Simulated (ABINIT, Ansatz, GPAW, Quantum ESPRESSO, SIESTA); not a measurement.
## One structure in several programs: TiClO (Pmmn, 6 atoms in the cell)

Self-consistent single point.

```xyz
6
Lattice="3.2689 0.0000 0.0000 0.0000 3.9745 0.0000 0.0000 0.0000 8.2096" Properties=species:S:1:pos:R:3 pbc="T T T"
Ti     1.6345     0.0000     0.8445
Ti     0.0000     1.9872     7.3651
Cl     1.6345     1.9872     5.5913
Cl     0.0000     0.0000     2.6183
O      0.0000     0.0000     7.6985
O      1.6345     1.9872     0.5110
```
Moments meant for the start (each program seeds them in its own way; μB, in the order of the atoms Ti Ti Cl Cl O O): 1.0 1.0 0.0 0.0 0.0 0.0.

All programs got the same cell, k-point mesh and kind of occupations, and the same starting moments (in Ansatz's words: kpoints.mp_grid.grid = 5 5 2; magnetization.spin_polarized = true; scf.occupations.method = fermi_dirac; scf.occupations.width = 0.136 eV); potentials, basis and cutoffs are each program's usual ones.

```tsv
code	model	pressure (GPa)	largest force (eV/Å)	size of the net moment (μB/atom)	k-points	cutoff
SIESTA	GGA PBEsol, numerical atomic orbitals DZP, PseudoDojo PBEsol standard norm-conserving potentials (rewritten from UPF to PSML)	-6.26	0.529	0.24	28	grid 350 Ry
ABINIT	PBEsol, PAW (JTH v2.0 PBE PAW, files made for PBE)	-4.65	0.590	0.17	18	30 Ha
GPAW	PBEsol, GPAW PAW datasets PBEsol (made by gpaw-setup)	–	0.553	0.18	18	900 eV
Quantum ESPRESSO	PBEsol, PseudoDojo standard norm-conserving (PBESOL) pseudopotentials	-4.59	0.519	0.24	18	85 Ry
Ansatz	PBEsol, PAW files made with PBE	-4.85	0.592	0.18	18	420 eV
```

Size of the force on each atom (eV/Å): Sizes of forces hide their directions.

```
code                Ti1    Ti2    Cl3    Cl4     O5     O6
----------------  -----  -----  -----  -----  -----  -----
SIESTA            0.529  0.529  0.194  0.194  0.163  0.163
ABINIT            0.590  0.590  0.321  0.321  0.064  0.064
GPAW              0.553  0.553  0.294  0.294  0.085  0.085
Quantum ESPRESSO  0.519  0.519  0.331  0.331  0.037  0.037
Ansatz            0.592  0.592  0.332  0.332  0.052  0.052
```

A dash marks a value that a program does not give, or that is left out as unsure.

The spread over the programs that give each value: pressure within 1.67 GPa; largest force within 0.073 eV/Å; size of the net moment within 0.07 μB/atom.

The starting cell comes from a database of computed structures (which also holds hypothetical and non-ambient phases and stackings), without a prior relaxation at this level. On Ansatz's run: The magnetic order is the one reached from the typed start; others were not searched systematically. In the base run, with a pressure of about -5 GPa the cell is away from its equilibrium volume at this level. Without a gap this mesh is coarse (it stands for a supercell whose shortest vector is 16 Å).

Question: Why do the programs differ, and what cannot be compared?

Answer: Differences of this kind can come from the potentials, where these differ, and from what each basis and cutoff leave unconverged. The zero of total energies and Fermi levels follows the potentials and each program's conventions, so they are not compared here. SIESTA uses small atom-centred bases, whose incompleteness enters pressures, forces and empty levels differently from a plane-wave cutoff. Ansatz's pressure is given at a fixed set of plane waves, as the other plane-wave codes print theirs; with its correction for the finite basis it is -4.68 GPa. The pressure of GPAW is left out: its cutoff lies under the one at which its stress was checked. Site moments depend on each program's spheres or projections; the total moment of the cell does not. The programs reduce the same mesh by symmetry to different extents, which changes the work and not the result. In the pressure, SIESTA (by 1.61) lies more than 1 GPa from the median of the plane-wave programs. In the force vectors, SIESTA (by 0.220) and Quantum ESPRESSO (by 0.094) lie more than 0.08 eV/Å from the median of the plane-wave programs.

The shared mesh is coarse (it stands for a supercell whose shortest vector is 16 Å), so the values are not converged in it.

Left out of this page: CP2K (failed or unconverged); FLEUR (stopped by limits of time or memory).

Ansatz is a first-principles code.

Keys are those of Ansatz 0.2.
